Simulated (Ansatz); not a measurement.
**Defect calculation: P on the Si site in an ordered model of ordered Si6Ge2 alloy**

All values below come from PBE, PAW (plane waves to 420 eV; Ansatz, a quantum-chemistry and plane-wave program). A 2×2×2 supercell of 64 sites was used; the energies come from a 2×2×2 shifted sampling of its zone. Site at the start: the Si(1,4-fold) site. Charged cells carry a point-charge image correction with potential alignment at far atoms. Dielectric constants: PBE linear response of the host. Host gap at this level: 0.38 eV. A cell of this size leaves errors of a few tenths of an eV. The semilocal functional narrows the gap, so deep levels can fall outside it. Spin–orbit coupling is left out. Each state is the lowest found from its start.

| charge | moment (μB) | largest move off a lattice site (Å) | image correction with alignment (eV) |
|---|---|---|---|
| +2* | quenched | 0.02 | – |
| +1 | not spin-polarised | 0.02 | 0.13 |
| 0* | fractional | 0.02 | – |
| −1* | not spin-polarised | 0.02 | – |

* At this level the carrier isn't localised at the defect: at charge +2 holes occupy the valence band; at charge 0 electrons occupy the conduction band; at charge −1 electrons occupy the conduction band. Such a state is shallow or no state of the defect, and this cell gives it no level.

Starting moments that weren't kept: charge +2 began with 1 μB and ended with 0.0.

Flagged in the runs: a host whose relaxation on this sampling wasn't shown to rest.

All states together cost about 3 core-hours (a rough figure).
